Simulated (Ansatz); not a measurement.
The starting structures come from a database of crystals and need not be the phases stable at ambient conditions.

 Where the default PAW files enter, the runs use the earlier of Ansatz's two default sets.

The decay constant κ of evanescent states in the gap governs leakage through a thin film.

Input:

```yaml
crystal:
  lattice:
    - [6.58611, 0.00000, 0.00000]
    - [0.00000, 6.91710, 0.00000]
    - [0.00000, 3.45855, 1.99679]
  atoms:
    - { symbol: Ga, position: [0.00002, 0.66667, 0.00000] }
    - { symbol: Ga, position: [0.50002, 0.33333, 0.00000] }
    - { symbol: As, position: [0.62598, 0.66667, 0.00000] }
    - { symbol: As, position: [0.12598, 0.33333, 0.00000] }
```

Space group of this cell: P6_3mc, wurtzite. The cell is taken as given.

Transport runs along the normal of the first two printed cell vectors, the (110) plane of the conventional cell.

The gap is the functional's own. No spin-orbit coupling. Mid-gap values are interpolated on the energy grid.

### Question
Give the band gap and the smallest decay constant κ at mid-gap that r2SCAN in Ansatz (a program for electronic structure) yields.

### Answer
Gap 0.97 eV on a 6×16×16 mesh; κ = 0.058 1/Å, at the zone centre.
